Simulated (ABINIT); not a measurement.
**ABINIT run on PtS2 (P-3m1, 3 atoms in the cell): self-consistent single point**

Level of theory: PBE, PAW (JTH v2.0 PBE PAW) (plane waves; ABINIT).

Input as run:

```
# PtS2, JTH v2.0 PBE PAW
pp_dirpath "./"
pseudos "Pt.GGA_PBE-JTH.xml, S.GGA_PBE-JTH.xml"
acell 6.6229907323 6.6229907323 10.4457748484
rprim
         1.0000000000    0.0000000157    0.0000000000
        -0.5000000136    0.8660253960    0.0000000000
         0.0000000000    0.0000000000    1.0000000000
natom 3
ntypat 2
znucl 78 16
typat 1 2 2
xcart
         0.0000000000    0.0000000000    0.0000000000
         1.7523678659    1.0117300957    4.3097000736
        -0.0000000317    2.0234601365    1.2179659264
      Angstrom
ecut 21 Ha
pawecutdg 42 Ha
pawxcdev 0
occopt 3
tsmear 0.05 eV
nband 16
kptopt 1
ngkpt 6 6 3
nshiftk 1
shiftk 0 0 0
nstep 80
tolvrs 1.0e-11
prtwf 0
prtden 0
enunit 1
```

Output, abridged:

```
 Symmetries : space group P-3 m 1 (#164); Bravais hP (primitive hexag.)

 -outvars: echo values of preprocessed input variables --------
            acell      6.6229907323E+00  6.6229907323E+00  1.0445774848E+01 Bohr
             ecut      2.10000000E+01 Hartree
           enunit           1
              ixc     -101130
         kptrlatt        6    0    0      0    6    0      0    0    3
          kptrlen      3.13373245E+01
            natom           3
            nband          16
            ngfft          30      30      45
          ngfftdg          40      40      64
             nkpt          17
            nstep          80
             nsym          12
           ntypat           2
           occopt           3
        pawecutdg      4.20000000E+01 Hartree
         pawxcdev           0
            rprim      1.0000000000E+00  1.5700000000E-08  0.0000000000E+00
                      -5.0000001360E-01  8.6602539600E-01  0.0000000000E+00
                       0.0000000000E+00  0.0000000000E+00  1.0000000000E+00
          spgroup         164
           tolvrs      1.00000000E-11
           tsmear      1.83746627E-03 Hartree
            typat      1  2  2
           useylm           1
             xred      0.0000000000E+00  0.0000000000E+00  0.0000000000E+00
                       6.6666666667E-01  3.3333333333E-01  7.7966000123E-01
                       3.3333333333E-01  6.6666666667E-01  2.2033999877E-01
            znucl       78.00000   16.00000

== DATASET  1 ==================================================================

 Real(R)+Recip(G) space primitive vectors, cartesian coordinates (Bohr,Bohr^-1):
 R(1)=  6.6229907  0.0000001  0.0000000  G(1)=  0.1509892  0.0871737  0.0000000
 R(2)= -3.3114955  5.7356782  0.0000000  G(2)= -0.0000000  0.1743473  0.0000000
 R(3)=  0.0000000  0.0000000 10.4457748  G(3)=  0.0000000  0.0000000  0.0957325
 Unit cell volume ucvol=  3.9680724E+02 bohr^3
 Angles (23,13,12)=  9.00000000E+01  9.00000000E+01  1.20000000E+02 degrees

 Coarse grid specifications (used for wave-functions):

 getcut: wavevector=  0.0000  0.0000  0.0000  ngfft=  30  30  45
         ecut(hartree)=     21.000   => boxcut(ratio)=   2.04191

 Fine grid specifications (used for densities):

 getcut: wavevector=  0.0000  0.0000  0.0000  ngfft=  40  40  64
         ecut(hartree)=     42.000   => boxcut(ratio)=   2.07022

   8.43971520E+02                                ecore*ucvol(ha*bohr**3)

_setup2: Arith. and geom. avg. npw (full set) are    1822.546    1822.519

--- !BeginCycle
solver: {iscf: 17, nstep: 80, nline: 4, wfoptalg: 10, }
tolerances: {tolvrs: 1.00E-11, }
...

     iter   Etot(hartree)      deltaE(h)  residm     nres2
 ETOT  1  -47.625181056564    -4.763E+01 8.620E-02 2.226E+01
 ETOT  2  -47.811319910620    -1.861E-01 9.994E-03 2.079E+01
 ETOT  3  -47.687921642482     1.234E-01 1.148E-02 1.772E+00
 ETOT  4  -47.704123844873    -1.620E-02 4.681E-03 3.678E-01
 ETOT  5  -47.704777308078    -6.535E-04 3.167E-03 1.136E-01
 ETOT  6  -47.704867827931    -9.052E-05 8.050E-04 7.931E-02
   [... 23 lines left out ...]
 ETOT 30  -47.704663386786     1.492E-13 3.652E-06 7.439E-11
 ETOT 31  -47.704663386786     9.948E-14 5.887E-06 4.306E-11
 ETOT 32  -47.704663386786     2.274E-13 2.573E-06 3.147E-11
 ETOT 33  -47.704663386786    -2.132E-14 4.156E-06 2.461E-11
 ETOT 34  -47.704663386786     2.558E-13 1.808E-06 1.389E-12

 At SCF step   34       nres2   =  1.39E-12 < tolvrs=  1.00E-11 =>converged.

 Cartesian components of stress tensor (hartree/bohr^3)
  sigma(1 1)= -3.23562628E-04  sigma(3 2)=  0.00000000E+00
  sigma(2 2)= -3.23562629E-04  sigma(3 1)=  0.00000000E+00
  sigma(3 3)= -1.95448230E-04  sigma(2 1)=  1.97794763E-14

 ----iterations are completed or convergence reached----

 reduced coordinates (array xred) for    3 atoms
       0.000000000000      0.000000000000      0.000000000000
       0.666666666667      0.333333333333      0.779660001230
       0.333333333333      0.666666666667      0.220339998770
 cartesian forces (eV/Angstrom) at end:
    1      0.00000000000000     0.00000000000000    -0.00000000000000
    2     -0.00000000000000    -0.00000000000000    -0.69644517916225
    3      0.00000000000000     0.00000000000000     0.69644517916225
 frms,max,avg= 3.2830741E-01 6.9644518E-01   0.000E+00  0.000E+00  0.000E+00 e/A
 length scales=  6.622990732300  6.622990732300 10.445774848400 bohr
              =  3.504735748236  3.504735748236  5.527665975836 angstroms
 Fermi (or HOMO) energy (eV) =   6.19603   Average Vxc (eV)=  -9.99701
 Eigenvalues (   eV  ) for nkpt=  17  k points:
 kpt#   1, nband= 16, wtk=  0.00926, kpt=  0.0000  0.0000  0.0000 (reduced coord)
  -9.41543   -6.73996   -0.87430   -0.82247   -0.82247    1.96624    1.96624    3.89769
   4.84277    4.84277    5.33738    8.28943    8.28943   10.95114   11.26896   13.94228
 prteigrs : prtvol=0 or 1, do not print more k-points.

--- !EnergyTerms
comment             : Components of total free energy in Hartree
kinetic             :  1.69811658910636E+01
hartree             :  1.18711642059674E+01
xc                  : -1.03366214410263E+01
Ewald energy        : -3.98878096155458E+01
psp_core            :  2.12690554865509E+00
local_psp           : -3.52121252526027E+01
spherical_terms     :  6.75265813309250E+00
internal            : -4.77046625303963E+01
'-kT*entropy'       : -9.75419178291479E-09
total_energy        : -4.77046625401505E+01
total_energy_eV     : -1.29810988429180E+03
...

-Cartesian components of stress tensor (GPa)         [Pressure=  8.2631E+00 GPa]
- sigma(1 1)= -9.51953957E+00  sigma(3 2)=  0.00000000E+00
- sigma(2 2)= -9.51953959E+00  sigma(3 1)=  0.00000000E+00
- sigma(3 3)= -5.75028448E+00  sigma(2 1)=  5.81932186E-10

 Calculation completed.
```

The run converged in 34 iterations.

The starting cell comes from a database of computed structures (which also holds hypothetical and non-ambient phases and stackings), without a prior relaxation at this level. Its lattice was rescaled by a random factor within 2.5 % of one. With a pressure of about 8 GPa the cell is away from its equilibrium volume at this level.

Cost on one core of a shared machine: roughly 60 s.
